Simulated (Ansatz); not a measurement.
# ZnSe under a change: uniaxial strain ε_yy = +3.50 %

Take ZnSe in the zinc blende structure (space group F-43m, No. 216; a = 5.634 Å) as the base. Axes: x, y, z lie along the cube axes.

It is then changed as follows: the cell is stretched by 3.50 % along y with no lateral relaxation, atoms relaxed at fixed cell.

All numbers come from DFT with PBEsol, PAW potentials and a 420 eV plane-wave cutoff in Ansatz (a program for electronic structure), no spin-orbit coupling. k-mesh 10×10×10 (Γ-centred); smearing 0.05 eV (Fermi–Dirac).

The shortest interatomic distance increases by 0.029 Å to 2.468 Å and the energy rises by 7.4 meV/atom. The pressure (mean of the normal stresses, compression positive) goes from zero to -2.10 GPa and the band gap drops by 0.18 eV (1.24 eV → 1.06 eV). The gap character is still direct at Γ and the electron mass goes from 0.091 mₑ (at Γ) to 0.087 mₑ along y, 0.083 mₑ across (at Γ). The valence-band top at Γ (three highest levels, from the VBM) becomes 0.00, 0.00, -0.13 eV (base: 0.00, 0.00, 0.00 eV) and the valley order (the lowest conduction-band minima on the path, energy above the VBM, named in the base's zone) becomes Γ 1.06 eV; L along [1-1-1] 2.36 eV (base: Γ 1.24 eV; L along ⟨111⟩ 2.48 eV). The stress (xx, yy, zz, yz, xz, xy; compression positive) comes out as (-1.65, -2.99, -1.65, 0.00, 0.00, 0.00) GPa.

Masses are band curvatures over ±0.01 Å⁻¹ around the edge. Whether these cells are dynamically stable was not tested. k-point labels follow each cell's own Brillouin zone.
